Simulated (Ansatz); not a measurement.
# A computed series for Al2Pt: response to strain

Start from Al2Pt (space group Fm-3m, No. 225; relaxed with 0.1 eV smearing).

```yaml
crystal:
  lattice:
    - [0.00000, 2.94835, 2.94835]
    - [2.94835, 0.00000, 2.94835]
    - [2.94835, 2.94835, 0.00000]
  atoms:
    - { symbol: Al, position: [0.25000, 0.25000, 0.25000] }
    - { symbol: Al, position: [0.75000, 0.75000, 0.75000] }
    - { symbol: Pt, position: [0.00000, 0.00000, 0.00000] }
```

Strains are applied to the cell and any free atomic positions relax.

All numbers come from Kohn–Sham DFT with the PBEsol functional, run in Ansatz (a first-principles code) with PAW and 420 eV plane waves, spin-orbit coupling left out.

Notes on the quantities. energy relative to the base: free energy F.

```json
[
 {"case": "base", "energy relative to the base": "0 meV/atom", "volume per atom": "17.09 Å³", "pressure": "0.0 GPa"},
 {"case": "isotropic strain −3.00 %", "energy relative to the base": "+66 meV/atom", "volume per atom": "15.59 Å³", "pressure": "15.5 GPa"},
 {"case": "isotropic strain −2.50 %", "energy relative to the base": "…", "volume per atom": "15.84 Å³", "pressure": "…"},
 {"case": "isotropic strain −1.50 %", "energy relative to the base": "+16 meV/atom", "volume per atom": "16.33 Å³", "pressure": "7.0 GPa"},
 {"case": "isotropic strain −0.50 %", "energy relative to the base": "+1.7 meV/atom", "volume per atom": "16.83 Å³", "pressure": "2.2 GPa"},
 {"case": "isotropic strain +0.50 %", "energy relative to the base": "+1.6 meV/atom", "volume per atom": "17.34 Å³", "pressure": "-2.0 GPa"},
 {"case": "isotropic strain +1.00 %", "energy relative to the base": "+6.4 meV/atom", "volume per atom": "17.60 Å³", "pressure": "-3.9 GPa"},
 {"case": "isotropic strain +1.50 %", "energy relative to the base": "+14 meV/atom", "volume per atom": "17.87 Å³", "pressure": "-5.6 GPa"},
 {"case": "isotropic strain +2.00 %", "energy relative to the base": "+25 meV/atom", "volume per atom": "18.13 Å³", "pressure": "-7.2 GPa"},
 {"case": "isotropic strain +2.50 %", "energy relative to the base": "+38 meV/atom", "volume per atom": "18.40 Å³", "pressure": "-8.7 GPa"}
]
```

**Question.** Some entries are withheld; estimate them.

**Answer.** 
- isotropic strain −2.50 %, energy relative to the base: +45 meV/atom
- isotropic strain −2.50 %, pressure: 12.4 GPa

Whether these cells are dynamically stable was not tested. All final runs are without spin polarisation.
